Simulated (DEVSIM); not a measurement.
Device: Schottky contact on n-type β-Ga2O3, at 300 K.

| layer (left to right) | material | thickness (μm) | Nd (cm⁻³) | τn (s) | τp (s) |
|---|---|---|---|---|---|
| 1 | β-Ga2O3 | 0.420 | 1.5e15 | 5.4e-10 | 5.4e-10 |
| 2 | β-Ga2O3 | 44.0 | 1.2e18 | 5.4e-10 | 5.4e-10 |

Left contact: Schottky, work function 5.02 eV, emission velocity 6.1e6 cm/s. Right contact: ohmic. Voltage is applied to the left contact. Recombination: SRH at mid-gap, radiative. Mobility is μmin + (μ − μmin)/(1 + (N/Nref)^α).

The device is made up for the run: typed textbook-type constants, with dimensions and the other settings drawn at random. Values at 300 K; Nc and Nv go as T^1.5, mobilities as T to minus their exponent, the gap by Varshni's rule with the affinity fixed. The table also holds parameters that only a changed run uses.

```tsv
parameter	β-Ga2O3
gap (eV)	4.8
affinity (eV)	4
permittivity	10
Nc (cm⁻³)	3.7e18
Nv (cm⁻³)	5e20
μn (cm²/Vs)	160
μp (cm²/Vs)	1
μn,min	20
μp,min	0.1
Nref,n	1e18
Nref,p	1e18
αn	0.8
αp	0.8
T exponent of μn	1.8
T exponent of μp	1.5
B (cm³/s)	1e-12
Cn (cm⁶/s)	1e-31
Cp (cm⁶/s)	1e-31
Varshni α (eV/K)	0.0004
Varshni β (K)	600
```

Simulated with DEVSIM: 1D drift-diffusion, Boltzmann statistics, complete ionisation; no tunnelling, impact ionisation, image-force lowering or self-heating. Metal contacts follow the ideal Schottky-Mott rule: no Fermi-level pinning, no interface dipoles.

Base results: potential step across the device at zero bias (V) 0.991; dark forward voltage at 100 A/cm² (V) 0.895; dark forward voltage at 1 A/cm² (V) 0.677.

### Question
What follows from this one change: temperature 300 → 350 K?

### Answer
potential step across the device at zero bias 0.991 → 0.979 V; dark forward voltage at 100 A/cm² 0.895 → 0.878 V; dark forward voltage at 1 A/cm² 0.677 → 0.618 V.

### Question
What follows from this one change: metal work function 5.02 → 5.12 eV?

### Answer
potential step across the device at zero bias 0.991 → 1.091 V; dark forward voltage at 100 A/cm² 0.895 → 0.995 V; dark forward voltage at 1 A/cm² 0.677 → 0.777 V.

### Question
What follows from this one change: doping Nd of layer 1 1.5e+15 → 1.5e+14 cm^-3?

### Answer
potential step across the device at zero bias little changed (0.991 V); dark forward voltage at 100 A/cm² 0.895 → 0.936 V; dark forward voltage at 1 A/cm² 0.677 → 0.690 V.

### Question
What follows from this one change: constant mobility in place of the doping-dependent one?

### Answer
potential step across the device at zero bias little changed (0.991 V); dark forward voltage at 100 A/cm² 0.895 → 0.883 V; dark forward voltage at 1 A/cm² little changed (0.677 V).
